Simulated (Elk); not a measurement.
Elk run on Ta (Im-3m, 1 atom in the cell): self-consistent single point.

Level of theory: PBE, all-electron FP-LAPW, Elk's shipped species files, APW+lo basis with extra local orbitals (Elk).

```
Ta
1.0
   -1.65825     1.65825     1.65825
    1.65825    -1.65825     1.65825
    1.65825     1.65825    -1.65825
Ta
1
Cartesian
  0.00000   0.00000   0.00000
```

Reference input (self-consistent single point, DFT, PBE, all-electron FP-LAPW, Elk's shipped species files, APW+lo basis with extra local orbitals): xctype = 20; rgkmax = 8; stype = 3; swidth = 0.00367493 Ha; ngridk = 7 7 7; gmaxvr = 16 1/bohr; nxlo = 2; lorbcnd = true; rmtscf = 0.91; lmaxi = 2. This run's input differs from it in these lines:

```diff
@@ -42,3 +42,6 @@
 ngridk
-  7 7 7
+  18 18 18
+
+vkloff
+  0.5 0.5 0.5
```

Output (repeated stretches shortened):

```
│ Self-consistent loop started │
│ Loop number : 1 │
 total energy                :     -15625.2322401
│ Loop number : 2 │
 total energy                :     -15625.4531062
RMS change in Kohn-Sham potential (target) :   0.1547864988     (  0.1000000000E-05)
Absolute change in total energy (target)   :   0.2208660730     (  0.1000000000E-03)
│ Loop number : 3 │
 total energy                :     -15625.6698468
RMS change in Kohn-Sham potential (target) :   0.1484206263     (  0.1000000000E-05)
Absolute change in total energy (target)   :   0.2719571574     (  0.1000000000E-03)
│ Loop number : 4 │
   [... lines left out ...]
Absolute change in total energy (target)   :   0.4154977505E-03 (  0.1000000000E-03)
│ Loop number : 13 │
 total energy                :     -15626.2336669
RMS change in Kohn-Sham potential (target) :   0.1314782932E-05 (  0.1000000000E-05)
Absolute change in total energy (target)   :   0.6421197941E-04 (  0.1000000000E-03)
│ Loop number : 14 │
 total energy                :     -15626.2336254
RMS change in Kohn-Sham potential (target) :   0.5865858069E-07 (  0.1000000000E-05)
Absolute change in total energy (target)   :   0.2549208511E-04 (  0.1000000000E-03)
Convergence targets achieved

│ Loop number : 15 │

Energies :
 Fermi                       :     0.441445949141
 total energy                :     -15626.2336236

Density of states at Fermi energy :    35.66776931
 (states/Hartree/unit cell)

Estimated indirect band gap :   0.5651121923E-03
 from k-point     91 to k-point      3
Estimated direct band gap   :   0.5666083838E-02
 at k-point     87

Charges :
 core                        :    46.00000000
 valence                     :    27.00000000
 interstitial                :    1.993027973
 muffin-tins (core leakage)
  species :    1 (Ta)
   atom    1                 :    71.00697203     (  0.1245050093E-05)
 total in muffin-tins        :    71.00697203
 total calculated charge     :    72.99693504
 total charge                :    73.00000000
 error                       :   0.3064964093E-02

│ Self-consistent loop stopped │
```

The run converged in 15 iterations. The count includes the last loop, which Elk runs after its targets are met. Against the reference run the free energy goes up by 18.9 meV/atom.

The starting cell has typed, rounded lattice constants, without a prior relaxation at this level. Its lattice was rescaled by up to half a per cent. Spin-orbit coupling is off. Spin polarisation is off. Values depend on the basis (sphere radii, cutoffs, local orbitals), which need not be converged. The log's line on a gap gives a spacing of levels on this mesh, which the program prints for metals too.
